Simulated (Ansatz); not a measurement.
We consider L1₂ (Cu3Au-type) Pt3Ti, described by PBEsol (Ansatz, a quantum-chemistry and plane-wave program, plane waves, PAW).

Settings: plane-wave cutoff 520 eV, 10×10×10 k mesh, Fermi–Dirac smearing 0.1 eV, perturbation theory, no spin polarisation, scalar-relativistic PAW data made under PBE.

The cell has the measured lattice parameters. Conventional cell: a = 3.9160 Å, b = 3.9160 Å, c = 3.9160 Å, α = 90.00°, β = 90.00°, γ = 90.00°.

Harmonic phonon frequencies (cm⁻¹; i marks an imaginary mode):

```csv
q point,frequencies
Γ,0 0 0 104 104 104 158 158 158 172 172 172
X,88 88 98 98 112 135 148 160 160 187 187 261
M,72 108 108 112 112 112 144 162 179 210 210 213
R,66 66 66 114 114 130 130 130 170 170 170 205
```

No imaginary mode appears at these points.

Note: the cell isn't this level's own, so it is under some stress, which shifts stiffness and frequencies.
